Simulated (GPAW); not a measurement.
Input and output of a self-consistent single point for NaSn2Pd3 (P6mm, 6 atoms in the cell) (GPAW).

Method: LDA (Perdew-Wang 92), GPAW PAW datasets LDA (gpaw-data 1.0.1) (plane waves; GPAW 25.7.0).

```yaml
crystal:
  lattice:
    - [5.88826, 0.00000, 0.00000]
    - [-2.94413, 5.09939, 0.00000]
    - [0.00000, 0.00000, 4.34897]
  atoms:
    - { symbol: Na, position: [0.00000, 0.00000, 0.19263] }
    - { symbol: Sn, position: [0.66667, 0.33333, 0.49615] }
    - { symbol: Sn, position: [0.33333, 0.66667, 0.49615] }
    - { symbol: Pd, position: [0.00000, 0.50000, 0.99502] }
    - { symbol: Pd, position: [0.50000, 0.00000, 0.99502] }
    - { symbol: Pd, position: [0.50000, 0.50000, 0.99502] }
```

Reference input (self-consistent single point, DFT PBEsol, plane waves, GPAW PAW datasets PBEsol (made by gpaw-setup)): mode = pw; ecut = 850 eV; xc = PBEsol; kpts = 5 5 5; mesh shift (steps) = 0 0 0; occupations.name = methfessel-paxton; occupations.width = 0.05 eV; occupations.order = 0; nbands = -14; convergence.density = 1e-05 e/electron; convergence.energy = 1e-05 eV/electron; symmetry.symmorphic = false. This run's input differs from it in these lines:

```diff
@@ -17,3 +17,3 @@
 calc = GPAW(mode={'name': 'pw', 'ecut': 850},
-            xc='PBEsol',
+            xc='LDA',
             kpts=(5, 5, 5),
```

Its files differ too (potentials: GPAW PAW datasets LDA (gpaw-data 1.0.1)).

Output, abridged:

```
     iter     time        total  log10-change:
                         energy   eigst   dens
iter:   1 --:--:--   -35.142560
iter:   2 --:--:--   -32.693356   -1.23  -1.21
iter:   3 --:--:--   -29.489591   -0.58  -1.28
iter:   4 --:--:--   -29.365837   -2.43  -1.65
iter:   5 --:--:--   -29.218702   -1.94  -1.68
   [... 3 lines left out ...]
iter:   9 --:--:--   -29.138158   -3.36  -2.89
iter:  10 --:--:--   -29.138239   -4.50  -3.08
iter:  11 --:--:--   -29.139280   -4.01  -3.09
iter:  12 --:--:--   -29.138809   -5.51  -3.06
iter:  13 --:--:--   -29.139143c  -5.82  -3.07
iter:  14 --:--:--   -29.139177c  -5.76  -3.05
iter:  15 --:--:--   -29.137939   -4.14  -3.06
iter:  16 --:--:--   -29.137852   -5.25  -3.45
iter:  17 --:--:--   -29.137802c  -5.92  -3.58
iter:  18 --:--:--   -29.137799c  -5.45  -3.70
iter:  19 --:--:--   -29.137753c  -5.75  -3.79
iter:  20 --:--:--   -29.137752c  -6.69  -4.29
iter:  21 --:--:--   -29.137752c  -6.90  -4.36
iter:  22 --:--:--   -29.137753c  -6.95  -4.48
iter:  23 --:--:--   -29.137752c  -8.44c -4.71
iter:  24 --:--:--   -29.137751c  -7.72c -4.74
iter:  25 --:--:--   -29.137751c  -8.39c -4.83
iter:  26 --:--:--   -29.137751c  -9.32c -5.02c
Converged after 26 iterations.

Dipole moment: (-0.000000, 0.000000, 0.428759) |e|*Ang

Energy contributions relative to reference atoms: (reference = -751424.116459)

Kinetic:        -15.369188
Potential:       +1.393673
External:        +0.000000
XC:             -14.400628
Entropy (-ST):   -0.002460
Local:           -0.760379
SIC:             +0.000000
--------------------------
Free energy:    -29.138981
Extrapolated:   -29.137751

Showing only first 2 kpts
 Kpt  Band  Eigenvalues  Occupancy
  0    39      5.07238    2.00000
  0    40      5.50678    2.00000
  0    41      5.50684    2.00000
  0    42      6.59939    0.00000

  1    39      5.07298    2.00000
  1    40      6.11092    0.00000
  1    41      6.11096    0.00000
  1    42      6.20297    0.00000

Fermi level: 5.80970

No gap
   [... lines left out ...]
  0 Na    0.00000    0.00000   -0.09519
  1 Sn    0.00000   -0.00000   -0.00071
  2 Sn   -0.00000    0.00000   -0.00071
  3 Pd    0.00000   -0.00000    0.03285
  4 Pd   -0.00000    0.00000    0.03285
  5 Pd    0.00000    0.00000    0.03285

Stress tensor:
     0.051382     0.000000    -0.000000
     0.000000     0.051382     0.000000
    -0.000000     0.000000     0.070831
Stress (GPa, Voigt): [ 8.2323  8.2323 11.3484  0.     -0.      0.    ]
```

The run converged in 26 iterations. GPAW prints stress with tension positive. Against the reference run the pressure goes from -6.49 to -9.27 GPa and the largest force goes from 0.032 to 0.095 eV/Å.

The starting cell comes from a database of computed structures (which also holds hypothetical and non-ambient phases and stackings), without a prior relaxation at this level. Its lattice was rescaled by a random factor within 2.5 % of one. Spin polarisation is off. With a pressure of about -9 GPa the cell is away from its equilibrium volume at this level.

Cost on one core of a shared machine: roughly 2 min.
